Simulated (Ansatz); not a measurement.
The starting structures come from a database of crystals and need not be the phases stable at ambient conditions.

 Where the default PAW files enter, the runs use the earlier of Ansatz's two default sets.

Inside the gap of an insulator the Bloch states are evanescent, with a wavenumber k + iκ along the transport direction.

Consider the following.

```yaml
crystal:
  lattice:
    - [5.53969, 0.00000, 0.00000]
    - [-0.34928, 5.52867, 0.00000]
    - [2.52056, 2.68482, 6.50947]
  atoms:
    - { symbol: Li, position: [0.30703, 0.69297, 0.75000] }
    - { symbol: Li, position: [0.69297, 0.30703, 0.25000] }
    - { symbol: Ta, position: [0.00000, 0.00000, 0.50000] }
    - { symbol: Ta, position: [0.00000, 0.00000, 0.00000] }
    - { symbol: Ge, position: [0.36172, 0.63828, 0.25000] }
    - { symbol: Ge, position: [0.63828, 0.36172, 0.75000] }
    - { symbol: O, position: [0.24026, 0.76316, 0.05702] }
    - { symbol: O, position: [0.75974, 0.23684, 0.94298] }
    - { symbol: O, position: [0.23684, 0.75974, 0.44298] }
    - { symbol: O, position: [0.76316, 0.24026, 0.55702] }
    - { symbol: O, position: [0.69365, 0.70385, 0.65058] }
    - { symbol: O, position: [0.30635, 0.29615, 0.34942] }
    - { symbol: O, position: [0.29615, 0.30635, 0.84942] }
    - { symbol: O, position: [0.70385, 0.69365, 0.15058] }
    - { symbol: O, position: [0.06722, 0.93278, 0.75000] }
    - { symbol: O, position: [0.93278, 0.06722, 0.25000] }
```

Space group of this cell: C2/c. The cell is taken as given; by r2SCAN its mean pressure is 0.6 GPa.

Transport runs along the normal of the first two printed cell vectors.

The gap is the functional's own, uncorrected, and κ follows it; spin-orbit coupling is left out. Mid-gap values are interpolated between the computed energies.

Problem. Predict the band gap and the smallest decay constant κ at mid-gap from r2SCAN in Ansatz (a quantum-chemistry and plane-wave program).

Solution. Gap 4.41 eV on a 6×6×6 mesh; κ = 0.343 1/Å, at the zone centre.
